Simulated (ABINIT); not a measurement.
A self-consistent single point of SnTe (I4mm, 2 atoms in the cell) with ABINIT.

Level of theory: PBEsol, PAW (JTH v2.0 PBE PAW, files made for PBE) (plane waves; ABINIT).

The change in words: lattice scaled by 0.98; ngkpt: 3 3 3 → 14 14 14. Reference geometry:
```yaml
crystal:
  lattice:
    - [0.00000, 3.14420, 3.14420]
    - [3.14420, 0.00000, 3.14420]
    - [3.14420, 3.14420, 0.00000]
  atoms:
    - { symbol: Sn, position: [0.00795, 0.00795, 0.99205] }
    - { symbol: Te, position: [0.50000, 0.50000, 0.50000] }
```

Reference input (self-consistent single point, DFT, PBEsol, plane waves, PAW (JTH v2.0 PBE PAW, files made for PBE)): pseudos = [Sn.GGA_PBE-JTH.xml, Te.GGA_PBE-JTH.xml]; ecut = 20 Ha; pawecutdg = 40 Ha; ixc = -116133; occopt = 3; tsmear = 0.01 eV; ngkpt = 3 3 3; nshiftk = 1; shiftk = 0 0 0; potentials = JTH v2.0 PBE PAW; nband = 15; kptopt = 1. This run's input differs from it in these lines:

```diff
@@ -3,7 +3,7 @@
 pseudos "Sn.GGA_PBE-JTH.xml, Te.GGA_PBE-JTH.xml"
-acell 8.4028000284 8.4028000284 8.4028000284
+acell 8.2347440278 8.2347440278 8.2347440278
 rprim
-         0.0000000000    0.7071067812    0.7071067812
-         0.7071067812    0.0000000000    0.7071067812
-         0.7071067812    0.7071067812    0.0000000000
+        -0.0000000000    0.7071067812    0.7071067812
+         0.7071067812   -0.0000000000    0.7071067812
+         0.7071067812    0.7071067812   -0.0000000000
 natom 2
@@ -22,3 +22,3 @@
 kptopt 1
-ngkpt 3 3 3
+ngkpt 14 14 14
 nshiftk 1
```

The program printed (abridged):

```
--- !BeginCycle
solver: {iscf: 17, nstep: 50, nline: 4, wfoptalg: 10, }
tolerances: {tolvrs: 1.00E-10, }
...

     iter   Etot(hartree)      deltaE(h)  residm     nres2
 ETOT  1  -77.995227163408    -7.800E+01 2.328E-01 8.483E-01
 ETOT  2  -78.070901388669    -7.567E-02 3.275E-02 1.030E-01
 ETOT  3  -78.070679567368     2.218E-04 7.092E-03 2.028E-02
 ETOT  4  -78.070676540231     3.027E-06 3.072E-03 8.963E-04
 ETOT  5  -78.070678046486    -1.506E-06 2.651E-03 5.217E-05
 ETOT  6  -78.070678341251    -2.948E-07 1.186E-03 5.907E-06
 ETOT  7  -78.070678375696    -3.445E-08 1.520E-03 2.640E-07
 ETOT  8  -78.070678377020    -1.324E-09 5.987E-04 1.633E-08
 ETOT  9  -78.070678377029    -8.768E-12 5.714E-04 6.291E-10
 ETOT 10  -78.070678377028     1.450E-12 2.484E-04 2.511E-11
 At SCF step   10       nres2   =  2.51E-11 < tolvrs=  1.00E-10 =>converged.

 Cartesian components of stress tensor (hartree/bohr^3)
  sigma(1 1)= -1.11296733E-04  sigma(3 2)=  0.00000000E+00
  sigma(2 2)= -1.11296733E-04  sigma(3 1)=  0.00000000E+00
  sigma(3 3)= -1.13635614E-04  sigma(2 1)=  0.00000000E+00

 ----iterations are completed or convergence reached----

 reduced coordinates (array xred) for    2 atoms
       0.007951000000      0.007951000000      0.992049000000
       0.500000000000      0.500000000000      0.500000000000
 cartesian forces (eV/Angstrom) at end:
    1      0.00000000000000     0.00000000000000    -0.05304287530894
    2     -0.00000000000000    -0.00000000000000     0.05304287530894
 frms,max,avg= 3.0624318E-02 5.3042875E-02   0.000E+00  0.000E+00 -5.112E-03 e/A
   [... lines left out ...]
 Fermi (or HOMO) energy (hartree) =  -0.02115   Average Vxc (hartree)=  -0.36578
 Fermi (or HOMO) energy (eV) =  -0.57558   Average Vxc (eV)=  -9.95330
   [... lines left out ...]
'-kT*entropy'       : -5.80233383871282E-11
total_energy        : -7.80706797263371E+01
total_energy_eV     : -2.12441123424448E+03
...

-Cartesian components of stress tensor (GPa)         [Pressure=  3.2974E+00 GPa]
- sigma(1 1)= -3.27446238E+00  sigma(3 2)=  0.00000000E+00
- sigma(2 2)= -3.27446238E+00  sigma(3 1)=  0.00000000E+00
- sigma(3 3)= -3.34327463E+00  sigma(2 1)=  0.00000000E+00

 Calculation completed.
```

The run converged in 10 iterations. 

The starting cell has typed, rounded lattice constants, without a prior relaxation at this level. Its lattice was rescaled by up to half a per cent. One atom was moved a little off its site on purpose. For this run, on top of that: lattice scaled by 0.98. The potentials were made for another functional than the one used. With a pressure of about 3 GPa the cell is away from its equilibrium volume at this level.

These are the values that this program gave, and no reference: the one-centre exchange-correlation terms come from a truncated expansion.

Cost on one core of a shared machine: roughly 5 min.
